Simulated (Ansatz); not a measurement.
## SnC under load (space group F-43m): band-edge transport data

Consider the following.

```
SnC
1.0
    0.00000     2.44240     2.44240
    2.44240     0.00000     2.44240
    2.44240     2.44240     0.00000
Sn C
1 1
Direct
  0.00000   0.00000   0.00000
  0.25000   0.25000   0.25000
```

Method: PBE with spin-orbit coupling, rigid bands (plane waves, PAW; Ansatz, a program for electronic structure). Condition of this run: hydrostatic pressure of 15 GPa (compression positive) (the target of the relaxation). Geometry: cell and atoms relaxed with PBEsol, then loaded as said.

```json
{
 "band_gap": "1.26 eV",
 "electron conductivity mass (300 K, dilute)": "0.32 mₑ",
 "hole conductivity mass (300 K, dilute)": "0.62 mₑ",
 "effective density of states N_c (300 K)": "2.0e19 cm⁻³",
 "effective density of states N_v (300 K)": "4.0e19 cm⁻³",
 "density_of_states_mass_electrons": "0.85 mₑ",
 "density_of_states_mass_holes": "1.36 mₑ",
 "Seebeck coefficient, n-type 1e19 cm⁻³, 300 K": "-276 μV/K",
 "best n-type power factor at 300 K for τ = 10 fs (best axis; densities from 1e16 to 1e21 cm⁻³ tried, whether or not they can be reached)": "10.0 μW/(cm·K²) at 1e20 cm⁻³",
 "Seebeck coefficient, p-type 1e19 cm⁻³, 300 K": "364 μV/K",
 "best p-type power factor at 300 K for τ = 10 fs (best axis; densities from 1e16 to 1e21 cm⁻³ tried, whether or not they can be reached)": "16.7 μW/(cm·K²) at 3e20 cm⁻³"
}
```

Rigid bands; masses and Seebeck coefficients take one relaxation time τ for all states and one kind of carrier; polarons and phonon drag are left out. Geometry: cell and atoms relaxed with PBEsol.

Computed structure with no diffraction record at hand here (it may be known, metastable or hypothetical): SnC under load (space group F-43m).
